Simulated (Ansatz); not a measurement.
# What pressure 0.3 GPa does to Be

Take Be in the hcp (Mg type) structure (space group P6_3/mmc, No. 194; a = 2.264 Å, c = 3.564 Å) as the base.

The change: cell and atoms relaxed at a pressure of 0.3 GPa.

All numbers come from r2SCAN (Ansatz, a program for electronic structure), no spin-orbit coupling. Settings: 23×23×13 k-points, 0.05 eV Fermi–Dirac smearing.

```tsv
quantity	base	changed	shift
volume per atom	7.91 Å³	7.89 Å³	-0.02 Å³
density	1.89 g/cm³	1.90 g/cm³	+0.005 g/cm³
shortest interatomic distance	2.210 Å	2.208 Å	-0.002 Å
enthalpy H = E + PV relative to the base's energy	–	+0.01 eV/atom	–
band gap	zero	zero	–
```

Cost of the whole job for the changed cell (relaxation, final SCF and bands): roughly 21 core-seconds.

Load acts through the strain it causes; cell and atoms are relaxed under it. Whether these cells are dynamically stable was not tested.
